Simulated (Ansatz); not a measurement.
Ag, response to strain

The parent structure is Ag in the fcc (Cu type) structure (space group Fm-3m, No. 225; a = 4.0009 Å; relaxed with 0.1 eV smearing). Axes: x, y, z lie along the cube axes.

Strains are applied to the cell and any free atomic positions relax; under biaxial strain the out-of-plane vector relaxes too.

All numbers come from DFT with LDA, PAW potentials and a 420 eV plane-wave cutoff in Ansatz (a program for electronic structure), scalar-relativistic without spin-orbit coupling.

Notes on the quantities. energy relative to the base: free energy F; pressure: mean of the normal stresses, compression positive.

| change | energy relative to the base | ratio −ε⊥/ε∥ | pressure |
|---|---|---|---|
| base | 0 meV/atom | – | 0.0 GPa |
| biaxial strain −3.00 %, plane normal [001], relaxed out of plane | +12 meV/atom | 1.46 | 3.0 GPa |
| biaxial strain −2.50 %, plane normal [001], relaxed out of plane | +8.3 meV/atom | 1.46 | 2.4 GPa |
| biaxial strain −2.00 %, plane normal [001], relaxed out of plane | … | 1.46 | 1.8 GPa |
| biaxial strain −1.00 %, plane normal [001], relaxed out of plane | +1.2 meV/atom | 1.46 | 0.8 GPa |
| biaxial strain −0.50 %, plane normal [001], relaxed out of plane | +0.3 meV/atom | – | 0.4 GPa |
| biaxial strain +0.50 %, plane normal [001], relaxed out of plane | +0.3 meV/atom | – | -0.3 GPa |
| biaxial strain +1.00 %, plane normal [001], relaxed out of plane | +1.0 meV/atom | 1.49 | -0.6 GPa |
| biaxial strain +2.00 %, plane normal [001], relaxed out of plane | +3.6 meV/atom | 1.51 | -1.1 GPa |
| biaxial strain +3.00 %, plane normal [001], relaxed out of plane | +7.3 meV/atom | … | -1.4 GPa |

Problem. What belongs in the blanks?

Solution. 
- biaxial strain −2.00 %, plane normal [001], relaxed out of plane, energy relative to the base: +5.1 meV/atom
- biaxial strain +3.00 %, plane normal [001], relaxed out of plane, ratio −ε⊥/ε∥: 1.54

No phonon test of stability was made.
